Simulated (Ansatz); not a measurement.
# SiC under a change: biaxial strain +2.40 %, plane normal [001], relaxed out of plane

Take SiC in the wurtzite structure (space group P6_3mc, No. 186; a = 3.076 Å, c = 5.048 Å) as the base. Axes: x lies along a and z along c of the hexagonal cell.

Modification: tensile biaxial strain of 2.40 % in the plane normal to [001], as in epitaxy on a mismatched substrate; the out-of-plane cell vector and the atoms relax.

All numbers come from DFT with PBEsol, PAW potentials and a 420 eV plane-wave cutoff in Ansatz (an electronic-structure program), scalar-relativistic without spin-orbit coupling. Settings: 12×12×7 k-points, 0.05 eV Fermi–Dirac smearing.

```json
[
 {"quantity": "volume per atom", "base": "10.34 Å³", "changed": "10.79 Å³", "shift": "+0.45 Å³"},
 {"quantity": "space group", "base": "P6_3mc (No. 186)", "changed": "P6_3mc (No. 186)", "shift": "–"},
 {"quantity": "pressure (mean of the normal stresses, compression positive)", "base": "0.00 GPa", "changed": "-8.72 GPa", "shift": "-8.72 GPa"},
 {"quantity": "band gap", "base": "2.12 eV", "changed": "2.27 eV", "shift": "+0.144 eV"},
 {"quantity": "gap character", "base": "indirect, Γ → K", "changed": "indirect, Γ → K", "shift": "–"},
 {"quantity": "smallest direct gap", "base": "3.86 eV", "changed": "3.54 eV", "shift": "-0.32 eV"},
 {"quantity": "width of the top valence band", "base": "3.93 eV", "changed": "3.73 eV", "shift": "-0.20 eV"},
 {"quantity": "electron mass", "base": "0.26 mₑ along c, 0.43 mₑ across (at K)", "changed": "0.26 mₑ out of plane, 0.45 mₑ in plane (at K)", "shift": "–"},
 {"quantity": "valence-band top at Γ (three highest levels, from the VBM)", "base": "0.00, 0.00, -0.11 eV", "changed": "0.00, -0.13, -0.13 eV", "shift": "–"},
 {"quantity": "valley order (the lowest conduction-band minima on the path, energy above the VBM, named in the base's zone)", "base": "–", "changed": "K (-1/3, -1/3, 0) 2.27 eV; M (0, 1/2, 0) 2.30 eV", "shift": "–"},
 {"quantity": "out-of-plane strain", "base": "–", "changed": "-0.48 %", "shift": "–"},
 {"quantity": "ratio −ε⊥/ε∥", "base": "–", "changed": "0.20", "shift": "–"},
 {"quantity": "mean in-plane stress (compression positive)", "base": "–", "changed": "-13.1 GPa", "shift": "–"}
]
```

Cost of the whole job for the changed cell (relaxation, final SCF and bands): very roughly 30 core-seconds.

Masses are band curvatures over ±0.01 Å⁻¹ around the edge. Stability against distortions was not tested.
